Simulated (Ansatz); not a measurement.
## Co in the simple cubic structure (space group Pm-3m, No. 221; ferromagnetic; a hypothetical phase, not in the database extracts checked)

```xyz
1
Lattice="2.3407 0.0000 0.0000 0.0000 2.3407 0.0000 0.0000 0.0000 2.3407" Properties=species:S:1:pos:R:3 pbc="T T T"
Co     0.0000     0.0000     0.0000
```

Calculations: Ansatz (an electronic-structure program) PBE, scalar-relativistic without spin-orbit coupling. Settings: 20×20×20 k-points, 0.05 eV Fermi–Dirac smearing.

| Quantity | Result |
|---|---|
| Volume per atom | 12.82 Å³ |
| Density | 7.63 g/cm³ |
| Band gap | zero |
| Magnetic state | ferromagnetic |
| Total energy | -5125.371 eV/atom (σ→0; compares only within this code and set-up) |

The magnetic state is the one reached from the starting moments; the real material's order can differ, and small cells can't hold many antiferromagnetic ones. Whether these cells are dynamically stable was not tested.
